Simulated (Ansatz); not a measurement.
# What isotropic strain +1.31 % does to Ag

The reference is Ag in the fcc (Cu type) structure (space group Fm-3m, No. 225; a = 4.149 Å).

Perturbation: every lattice vector is stretched by 1.31 %; the atoms relax in the strained cell.

Method: PBE, PAW, 420 eV (Ansatz, a first-principles code; no spin-orbit coupling). Γ-centred 19×19×19 mesh, Fermi–Dirac width 0.05 eV.

| quantity | base | changed | shift |
|---|---|---|---|
| volume per atom | 17.85 Å³ | 18.56 Å³ | +0.71 Å³ |
| space group | Fm-3m (No. 225) | Fm-3m (No. 225) | – |
| shortest interatomic distance | 2.933 Å | 2.972 Å | +0.0384 Å |
| energy relative to the base (free energy F) | 0 meV/atom | +7.3 meV/atom | +7.3 meV/atom |
| band gap | zero | zero | – |

Cost of the whole job for the changed cell (relaxation, final SCF and bands): about 5 core-seconds (a rough figure).

Whether these cells are dynamically stable was not tested.
